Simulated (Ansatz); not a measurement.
We consider ZnS (R3m, No. 160, 36 atoms in the cell; start mp-1198139; a measured phase of this formula has another space group), described by LDA in Ansatz (plane waves, PAW).

Numerical settings: plane-wave cutoff 520 eV, 8×8×8 k mesh, Fermi–Dirac smearing 0.01 eV, scalar-relativistic PAW data made under PBE.

Cell (relaxed at this level):

Space group R3m, hexagonal axes (No. 160); a = 3.743 Å, b = 3.743 Å, c = 165.276 Å, α = 90.00°, β = 90.00°, γ = 120.00°

```json
[
 {"atom": "Zn", "site": "3a", "symmetry": "3m", "x": "0.0000", "y": "0.0000", "z": "0.9999"},
 {"atom": "Zn", "site": "3a", "symmetry": "3m", "x": "0.0000", "y": "0.0000", "z": "0.9444"},
 {"atom": "Zn", "site": "3a", "symmetry": "3m", "x": "0.0000", "y": "0.0000", "z": "0.8889"},
 {"atom": "Zn", "site": "3a", "symmetry": "3m", "x": "0.0000", "y": "0.0000", "z": "0.8518"},
 {"atom": "Zn", "site": "3a", "symmetry": "3m", "x": "0.0000", "y": "0.0000", "z": "0.7963"},
 {"atom": "Zn", "site": "3a", "symmetry": "3m", "x": "0.0000", "y": "0.0000", "z": "0.7593"},
 {"atom": "Zn", "site": "3a", "symmetry": "3m", "x": "0.0000", "y": "0.0000", "z": "0.7222"},
 {"atom": "Zn", "site": "3a", "symmetry": "3m", "x": "0.0000", "y": "0.0000", "z": "0.6481"},
 {"atom": "Zn", "site": "3a", "symmetry": "3m", "x": "0.0000", "y": "0.0000", "z": "0.5926"},
 {"atom": "Zn", "site": "3a", "symmetry": "3m", "x": "0.0000", "y": "0.0000", "z": "0.5371"},
 {"atom": "Zn", "site": "3a", "symmetry": "3m", "x": "0.0000", "y": "0.0000", "z": "0.4815"},
 {"atom": "Zn", "site": "3a", "symmetry": "3m", "x": "0.0000", "y": "0.0000", "z": "0.4074"},
 {"atom": "Zn", "site": "3a", "symmetry": "3m", "x": "0.0000", "y": "0.0000", "z": "0.3518"},
 {"atom": "Zn", "site": "3a", "symmetry": "3m", "x": "0.0000", "y": "0.0000", "z": "0.2963"},
 {"atom": "Zn", "site": "3a", "symmetry": "3m", "x": "0.0000", "y": "0.0000", "z": "0.2408"},
 {"atom": "Zn", "site": "3a", "symmetry": "3m", "x": "0.0000", "y": "0.0000", "z": "0.1667"},
 {"atom": "Zn", "site": "3a", "symmetry": "3m", "x": "0.0000", "y": "0.0000", "z": "0.1111"},
 {"atom": "Zn", "site": "3a", "symmetry": "3m", "x": "0.0000", "y": "0.0000", "z": "0.0370"},
 {"atom": "S", "site": "3a", "symmetry": "3m", "x": "0.0000", "y": "0.0000", "z": "0.9861"},
 {"atom": "S", "site": "3a", "symmetry": "3m", "x": "0.0000", "y": "0.0000", "z": "0.9306"},
 {"atom": "S", "site": "3a", "symmetry": "3m", "x": "0.0000", "y": "0.0000", "z": "0.8750"},
 {"atom": "S", "site": "3a", "symmetry": "3m", "x": "0.0000", "y": "0.0000", "z": "0.8380"},
 {"atom": "S", "site": "3a", "symmetry": "3m", "x": "0.0000", "y": "0.0000", "z": "0.7825"},
 {"atom": "S", "site": "3a", "symmetry": "3m", "x": "0.0000", "y": "0.0000", "z": "0.7454"},
 {"atom": "S", "site": "3a", "symmetry": "3m", "x": "0.0000", "y": "0.0000", "z": "0.7083"},
 {"atom": "S", "site": "3a", "symmetry": "3m", "x": "0.0000", "y": "0.0000", "z": "0.6342"},
 {"atom": "S", "site": "3a", "symmetry": "3m", "x": "0.0000", "y": "0.0000", "z": "0.5787"},
 {"atom": "S", "site": "3a", "symmetry": "3m", "x": "0.0000", "y": "0.0000", "z": "0.5232"},
 {"atom": "S", "site": "3a", "symmetry": "3m", "x": "0.0000", "y": "0.0000", "z": "0.4676"},
 {"atom": "S", "site": "3a", "symmetry": "3m", "x": "0.0000", "y": "0.0000", "z": "0.3935"},
 {"atom": "S", "site": "3a", "symmetry": "3m", "x": "0.0000", "y": "0.0000", "z": "0.3379"},
 {"atom": "S", "site": "3a", "symmetry": "3m", "x": "0.0000", "y": "0.0000", "z": "0.2824"},
 {"atom": "S", "site": "3a", "symmetry": "3m", "x": "0.0000", "y": "0.0000", "z": "0.2269"},
 {"atom": "S", "site": "3a", "symmetry": "3m", "x": "0.0000", "y": "0.0000", "z": "0.1528"},
 {"atom": "S", "site": "3a", "symmetry": "3m", "x": "0.0000", "y": "0.0000", "z": "0.0972"},
 {"atom": "S", "site": "3a", "symmetry": "3m", "x": "0.0000", "y": "0.0000", "z": "0.0232"}
]
```
(The calculation used a cell of 36 atoms; values per cell refer to that cell.)

Question: What does this level give for the band gap?

Answer: 
- band gap = 2.14 eV (on the SCF k mesh)

Note: the relaxation could not lower the start's symmetry, so the cell can be a saddle point above a distorted one.

The computed numbers hold no vibrational or temperature effects.

Computing time: around 2.8 core-hours (rough).

A start named mp-… is a Materials Project structure, which need not be a measured phase.

Ansatz is a first-principles code.
